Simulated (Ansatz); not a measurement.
Functionals compared on a constructed model of the (110) surface of bcc Mo, a pseudomorphic layer of Ir in the host's stacking (bottom of the slab: a bare face, its two planes held), in Ansatz (plane waves, PAW). The structure was relaxed with PBE; the other rows are single points on it. Cutoff 420 eV (500 eV for r2SCAN).

Set-up: 7 atoms, 13.8 Å thick at the start with caps and adatoms (thin: gaps and levels are the slab's own); mesh 14x14x1; 0.1 eV smearing; dipole correction on; 2 atoms held, the rest relaxed; symmetry of the start imposed; no spin, no spin-orbit, no U. It is one candidate, not shown to be the stable structure of the face. These notes are the PBE run's.

| functional | work function of the top face (eV) | rough cost of the single point |
|---|---|---|
| PBE | 5.00 | – |
| RPBE | 4.83 | roughly 30 core-seconds |
| r2SCAN | [?] | roughly 70 core-seconds |

Some entries are withheld; supply them.


- r2SCAN, work function of the top face (eV): 4.97

Ansatz is a first-principles code.
